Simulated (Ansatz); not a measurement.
Results of PBEsol in Ansatz (PAW) for CsCl-type NiAl.

Total energies, extrapolated to zero smearing (they compare only within this program, potentials and cutoff):

Magnetic elements are taken in their magnetic phases.

```
system                   energy (eV/atom)
-----------------------  ----------------
CsCl-type NiAl, relaxed        -3165.4321
fcc Al                          -524.5471
fcc Ni                         -5804.9745
```

Task: Work out the enthalpy of formation per atom.

Result: ΔH_f ≈ ΔE = -3165.4321 − [1 × (-524.5471) + 1 × (-5804.9745)]/2 = -0.671 eV/atom (0 K, no vibrations). The reference value is -0.640 ± 0.01 eV/atom (measured, 298 K, copied from a table, unchecked, no zero-point or thermal correction; as tabulated in Wang et al. (2021), doi:10.1038/s41598-021-94550-5), a difference of -0.031 eV/atom.

The PAW data were made under PBE.

Ansatz is a first-principles code.
